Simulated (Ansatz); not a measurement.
Effect of biaxial strain +0.50 %, plane normal [001], relaxed out of plane on Pd

Consider Pd in the fcc (Cu type) structure (space group Fm-3m, No. 225; a = 3.9104 Å; relaxed with 0.1 eV smearing). Axes: x, y, z lie along the cube axes.

Modification: biaxial strain +0.50 %, plane normal [001], relaxed out of plane (Cartesian); in-plane vectors clamped, the third vector and the atoms free.

Computed with Ansatz (an electronic-structure program) r2SCAN, no spin-orbit coupling. Γ-centred 29×29×29 mesh, Fermi–Dirac width 0.1 eV.

```tsv
quantity	base	changed	shift
space group	Fm-3m (No. 225)	I4/mmm (No. 139)	–
shortest interatomic distance	2.765 Å	2.761 Å	-0.004 Å
energy relative to the base (free energy F)	0 meV/atom	+0.3 meV/atom	+0.3 meV/atom
pressure (mean of the normal stresses, compression positive)	0.0 GPa	-0.4 GPa	-0.4 GPa
band gap	zero	zero	–
out-of-plane strain	–	-0.77 %	–
mean in-plane stress (compression positive)	–	-0.6 GPa	–
```

Cost of the whole job for the changed cell (relaxation, final SCF and bands): roughly 2.6 core-minutes.

Whether these cells are dynamically stable was not tested. All final runs are without spin polarisation. Pd has a high density of states at the Fermi level and may be magnetic at this level.
